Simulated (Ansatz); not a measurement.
Take AlN in the wurtzite structure (space group P6_3mc, No. 186) as the base.

```
AlN
1.0
    3.11381     0.00000     0.00000
   -1.55691     2.69664     0.00000
    0.00000     0.00000     4.98335
Al N
2 2
Direct
  0.33333   0.66667   0.00000
  0.66667   0.33333   0.50000
  0.33333   0.66667   0.38200
  0.66667   0.33333   0.88200
```

Cartesian axes are those of the cell as printed.

Level of theory: Ansatz (a quantum-chemistry and plane-wave program), PBEsol, PAW, cutoff 420 eV, no SOC.

Perturbation: uniaxial strain ε_xx = −2.40 %, all other strain components held at zero, atoms relaxed at fixed cell.

Q: Predict the stress tensor and what it implies for the stiffness.

A: Stress of the strained cell less that of the base (GPa, compression positive):
```
   9.61    0.00    0.00
   0.00    3.43    0.00
   0.00    0.00    2.67
```

Then −Δσ_ii/ε with ε = -0.0240 gives secant stiffness values (nonlinear terms included at this strain): C11 ≈ 401 GPa, C12 ≈ 143 GPa and C13 ≈ 111 GPa.

As a check, the harmonic strain energy −½ V₀ Δσ:ε is 7.5 meV/atom; the computed energy rise is 7.4 meV/atom.

Whether these cells are dynamically stable was not tested.
